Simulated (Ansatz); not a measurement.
The starting structures come from a database of crystals and need not be the phases stable at ambient conditions.

 Where the default PAW files enter, the runs use the earlier of Ansatz's two default sets.

## Evanescent states of LaGaO3 (R3c, not sure to be the ambient phase, 10 atoms a cell, 12.2 Å³ an atom, -5 GPa at this level) along the normal of (110)

The numbers are results of r2SCAN (plane waves, PAW; Ansatz, a quantum-chemistry and plane-wave program), not measurements.

The gap is the functional's own. No spin-orbit coupling. Mid-gap values are interpolated on the energy grid.

Energies count from the valence-band top; κ is the least over a 6×4 mesh across the current.

```json
[
 {"E (eV)": "0.10", "κ (1/Å)": "0.187", "where": "off Γ"},
 {"E (eV)": "0.28", "κ (1/Å)": "0.239", "where": "off Γ"},
 {"E (eV)": "0.47", "κ (1/Å)": "0.278", "where": "off Γ"},
 {"E (eV)": "0.67", "κ (1/Å)": "0.309", "where": "off Γ"},
 {"E (eV)": "0.85", "κ (1/Å)": "0.334", "where": "off Γ"},
 {"E (eV)": "1.04", "κ (1/Å)": "0.356", "where": "off Γ"},
 {"E (eV)": "1.24", "κ (1/Å)": "0.374", "where": "off Γ"},
 {"E (eV)": "1.43", "κ (1/Å)": "0.389", "where": "off Γ"},
 {"E (eV)": "1.61", "κ (1/Å)": "0.401", "where": "off Γ"},
 {"E (eV)": "1.80", "κ (1/Å)": "0.411", "where": "off Γ"},
 {"E (eV)": "2.00", "κ (1/Å)": "0.420", "where": "off Γ"},
 {"E (eV)": "2.19", "κ (1/Å)": "0.426", "where": "off Γ"},
 {"E (eV)": "2.38", "κ (1/Å)": "0.425", "where": "off Γ"},
 {"E (eV)": "2.56", "κ (1/Å)": "0.419", "where": "Γ"},
 {"E (eV)": "2.75", "κ (1/Å)": "0.408", "where": "Γ"},
 {"E (eV)": "2.94", "κ (1/Å)": "0.395", "where": "Γ"},
 {"E (eV)": "3.13", "κ (1/Å)": "0.379", "where": "Γ"},
 {"E (eV)": "3.33", "κ (1/Å)": "0.361", "where": "Γ"},
 {"E (eV)": "3.52", "κ (1/Å)": "0.290", "where": "Γ"},
 {"E (eV)": "3.71", "κ (1/Å)": "0.231", "where": "Γ"},
 {"E (eV)": "3.90", "κ (1/Å)": "0.157", "where": "Γ"}
]
```

Question: How thick must the barrier be to attenuate the transmission by 10^8 when the electrodes' Fermi level lies at 2.94 eV, and what attenuation does that film give at 0.28 eV?

Answer: d = 8 ln 10 / (2 × 0.395) = 23.3 Å. At 0.28 eV it gives 8 × 0.239/0.395 = 4.8 decades.
